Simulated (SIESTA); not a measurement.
SIESTA run on Ga (Cmce, 4 atoms in the cell): self-consistent single point.

Computed with SIESTA 5.4.2 with GGA PBE with spin-orbit coupling, numerical atomic orbitals DZP, PseudoDojo PBE fully relativistic norm-conserving potentials (rewritten from UPF to PSML).

```yaml
crystal:
  lattice:
    - [2.23154, -3.82558, 0.00000]
    - [2.23154, 3.82558, 0.00000]
    - [0.00000, 0.00000, 4.58739]
  atoms:
    - { symbol: Ga, position: [0.65570, 0.34430, 0.41540] }
    - { symbol: Ga, position: [0.34430, 0.65570, 0.58460] }
    - { symbol: Ga, position: [0.84430, 0.15570, 0.91540] }
    - { symbol: Ga, position: [0.15570, 0.84430, 0.08460] }
```

Reference input (self-consistent single point, DFT, GGA PBE, numerical atomic orbitals DZP, PseudoDojo PBE standard norm-conserving potentials (rewritten from UPF to PSML)): XC.functional = GGA; XC.authors = PBE; potentials = PseudoDojo PBE standard; PAO.BasisSize = DZP; PAO.EnergyShift = 0.005 Ry; MeshCutoff = 300 Ry; kgrid.MonkhorstPack = 6 6 5; OccupationFunction = FD; ElectronicTemperature = 1578.21 K; MaxSCFIterations = 150; SCF.Mixer.Method = Pulay; SCF.Mixer.Weight = 0.25. This run's input differs from it in these lines:

```diff
@@ -1,2 +1,2 @@
-# files in the folder: Ga.psml (PseudoDojo PBE standard)
+# files in the folder: Ga.psml (PseudoDojo PBE fully relativistic)
 SystemName  Ga
@@ -35,2 +35,9 @@
 ElectronicTemperature        1578.21 K
+Spin                         spin-orbit
+%block DM.InitSpin
+  1 0.00 0.00 0.00
+  2 0.00 0.00 0.00
+  3 0.00 0.00 0.00
+  4 0.00 0.00 0.00
+%endblock DM.InitSpin
```

Log, with long lists cut:

```
        iscf     Eharris(eV)        E_KS(eV)     FreeEng(eV)     dDmax    Ef(eV) dHmax(eV)
   scf:    1    -8311.160118    -8320.068386    -8320.119137  0.571311 -4.430737  2.423631
     spin moment: {S} , |S| = {   -0.00000    0.00000   -0.00000 }     0.00000
   scf:    2    -8320.357365    -8320.217303    -8320.268938  0.093014 -4.513119  1.589748
     spin moment: {S} , |S| = {   -0.00000   -0.00000   -0.00000 }     0.00000
   scf:    3    -8320.400065    -8320.321377    -8320.374630  0.142198 -4.656348  0.081878
     spin moment: {S} , |S| = {    0.00000   -0.00000   -0.00000 }     0.00000
   [... lines left out ...]
     spin moment: {S} , |S| = {   -0.00000   -0.00000    0.00000 }     0.00000
   scf:    6    -8320.322646    -8320.322620    -8320.375572  0.003358 -4.650252  0.001439
     spin moment: {S} , |S| = {    0.00000    0.00000    0.00000 }     0.00000
   scf:    7    -8320.322626    -8320.322623    -8320.375572  0.000055 -4.650317  0.000653
     spin moment: {S} , |S| = {    0.00000   -0.00000   -0.00000 }     0.00000
   scf:    8    -8320.322625    -8320.322624    -8320.375572  0.000010 -4.650325  0.000506
     spin moment: {S} , |S| = {   -0.00000   -0.00000   -0.00000 }     0.00000
SCF Convergence by DM+H criterion
max |DM_out - DM_in|         :     0.0000096309
max |H_out - H_in|      (eV) :     0.0005064325
SCF cycle converged after 8 iterations

Using DM_out to compute the final energy and forces

siesta: E_KS(eV) =            -8320.3226

siesta: E_KS - E_eggbox =     -8320.3226

siesta: Atomic forces (eV/Ang):
     1    0.000000    0.150742    0.020652
     2    0.000000   -0.150742   -0.020652
     3    0.000000   -0.150742    0.020652
     4    0.000000    0.150742   -0.020652
   Tot    0.000001   -0.000000   -0.000000
   Max    0.150742
   Res    0.087844    sqrt( Sum f_i^2 / 3N )
   Max    0.150742    constrained

Stress tensor Voigt[x,y,z,yz,xz,xy] (kbar):      -36.48      -17.05      -22.93        0.00        0.00       -0.00
(Free)E + p*V (eV/cell)    -8319.1296
   [... lines left out ...]
siesta: FreeEng =     -8320.375572
   [... lines left out ...]
siesta:    -0.022771    0.000000    0.000000
siesta:    -0.000000   -0.010640    0.000000
siesta:     0.000000    0.000000   -0.014313

siesta: Cell volume =         78.324420 Ang**3

siesta: Pressure (static):
siesta:                Solid            Molecule  Units
siesta:           0.00017326          0.00015019  Ry/Bohr**3
siesta:           0.01590825          0.01379004  eV/Ang**3
siesta:          25.48782677         22.09408385  kBar
```

The run converged in 8 iterations. Against the reference run the pressure moves little (2.60 to 2.55 GPa) and the largest force moves little (0.150 to 0.152 eV/Å).

The starting cell comes from a database of computed structures (which also holds hypothetical and non-ambient phases and stackings), without a prior relaxation at this level. Its lattice was rescaled by a random factor within 2.5 % of one. Values carry the incompleteness of an atom-centred basis.

Cost on one core of a shared machine: roughly 4 min.
